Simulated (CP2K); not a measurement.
Worked example: self-consistent single point of Sb2Pt (Pa-3, 12 atoms in the cell) in CP2K.

Level of theory: PBEsol, GPW, DZVP-MOLOPT-SR-GTH basis, GTH-PBE potentials (GTH_POTENTIALS) run with CP2K.

```
Sb2Pt
1.0
    6.49977     0.00000     0.00000
    0.00000     6.49977     0.00000
    0.00000     0.00000     6.49977
Sb Pt
8 4
Direct
  0.37525   0.12475   0.87525
  0.62475   0.87525   0.12475
  0.12475   0.87525   0.37525
  0.87525   0.12475   0.62475
  0.87525   0.37525   0.12475
  0.12475   0.62475   0.87525
  0.62475   0.62475   0.62475
  0.37525   0.37525   0.37525
  0.00000   0.50000   0.50000
  0.50000   0.50000   0.00000
  0.50000   0.00000   0.50000
  0.00000   0.00000   0.00000
```

Reference input (self-consistent single point, DFT PBEsol, GPW, DZVP-MOLOPT-SR-GTH basis, GTH-PBE potentials (GTH_POTENTIALS)): CUTOFF = 500 Ry; REL_CUTOFF = 60 Ry; SMEAR/METHOD = GAUSSIAN; SIGMA = 0.272 eV; KPOINTS/SCHEME = MACDONALD 3 3 3 0.1666666667 0.1666666667 0.1666666667; XC_FUNCTIONAL = PBE:PBESOL; Sb/BASIS_SET = DZVP-MOLOPT-SR-GTH; Sb/POTENTIAL = GTH-PBE-q5; Pt/BASIS_SET = DZVP-MOLOPT-SR-GTH; Pt/POTENTIAL = GTH-PBE-q18; METHOD = GPW; EPS_DEFAULT = 1e-10. This run's input differs from it in these lines:

```diff
@@ -36,3 +36,3 @@
         METHOD GAUSSIAN
-        SIGMA [eV] 0.272
+        SIGMA [eV] 0.15
       &END SMEAR
```

Log, with long lists cut:

```
 SCF WAVEFUNCTION OPTIMIZATION

  Step     Update method      Time    Convergence         Total energy    Change
     1 NoMix/Diag. 0.20E+00      -     0.45846565      -526.5323825118 -5.27E+02
     2 Broy./Diag. 0.20E+00      -     0.03019604      -533.3409393826 -6.81E+00
     3 Broy./Diag. 0.20E+00      -     0.06528788      -529.5563573589  3.78E+00
     4 Broy./Diag. 0.20E+00      -     0.01556256      -525.1858398837  4.37E+00
     5 Broy./Diag. 0.20E+00      -     0.02127019      -524.5726527555  6.13E-01
     6 Broy./Diag. 0.20E+00      -     0.00231559      -524.8192786283 -2.47E-01
   [... 8 lines left out ...]
    15 Broy./Diag. 0.20E+00      -     0.00000161      -524.6579495784 -2.46E-05
    16 Broy./Diag. 0.20E+00      -     0.00000020      -524.6579688371 -1.93E-05
    17 Broy./Diag. 0.20E+00      -     0.00000049      -524.6579793776 -1.05E-05
    18 Broy./Diag. 0.20E+00      -     0.00000001      -524.6579823496 -2.97E-06
  *** SCF run converged in    18 steps ***

  Overlap energy of the core charge distribution:               0.00000002297728
  Self energy of the core charge distribution:               -826.81505342157982
  Core Hamiltonian energy:                                    181.74791762832314
  Hartree energy:                                             178.15156191357030
  Exchange-correlation energy:                                -57.74232826307767
  Smearing free energy correction:                             -0.00008022976330
  Fermi energy:                                                 0.29812997091304

  Total energy:                                              -524.65798234955878
  Total energy (extrapolated to sigma->0):                   -524.65794223467708

   [... lines left out ...]

 STRESS| Analytical stress tensor [bar]
 STRESS|                        x                   y                   z
 STRESS|      x        1.88149583839E+04  -6.90411027273E-03   3.57372658137E-03
 STRESS|      y       -6.90411027273E-03   1.88149589167E+04   8.19236957399E-03
 STRESS|      z        3.57372658137E-03   8.19236957399E-03   1.88149609477E+04
 STRESS| 1/3 Trace                                             1.88149594161E+04
```

The run converged in 18 iterations. Against the reference run the free energy stays essentially unchanged (within 1 meV/atom), the pressure goes from 2.01 to 1.88 GPa and the largest force goes from 0.221 to 0.214 eV/Å.

The starting cell comes from a database of computed structures (which also holds hypothetical and non-ambient phases and stackings), without a prior relaxation at this level. Values carry the incompleteness of an atom-centred basis. The potentials were made for another functional than the one used.

Cost on one core of a shared machine: roughly 70 s.
